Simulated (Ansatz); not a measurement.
# Computed paths: interstitial P in bcc W, neutral cell

Defect: interstitial P in bcc W, neutral cell. Level of theory: PBE, PAW (plane waves to 420 eV; Ansatz, a program for electronic structure).

36-site cell at the relaxed PBE lattice, a 2×2×3 k-point mesh shifted by half a step, smearing 0.10 eV, spin-restricted, no finite-size correction. Static, classical nuclei. Spin-orbit coupling is left out. Sites that were not tried may lie lower.

Barriers: single points on a 3×3×5 k-point mesh shifted by half a step at the bands' geometries (they differ from the bands' own by up to 0.13 eV, and are uncertain by about as much).

| Route | Start site over the lowest site run (eV) | Hop (Å) | Forward barrier (eV) | Backward barrier (eV) | Neighbours at the start | Neighbours at the saddle | Saddle order | Forward, on the band's own sampling (eV) |
|---|---|---|---|---|---|---|---|---|
| several atoms move together, P the farthest | 0.00 | 2.24 | 1.09 | 1.09 | 2 W at 2.16, 4 W at 2.32 Å | W at 2.15, 2 W at 2.17, 2 W at 2.42 Å | not checked, on a symmetry element | 0.97 |

Paths come from nudged elastic bands with a climbing image.  A band can be held on a symmetry element, so unchecked saddle points there may be too high.

The whole set of runs took very roughly 4 core-hours.
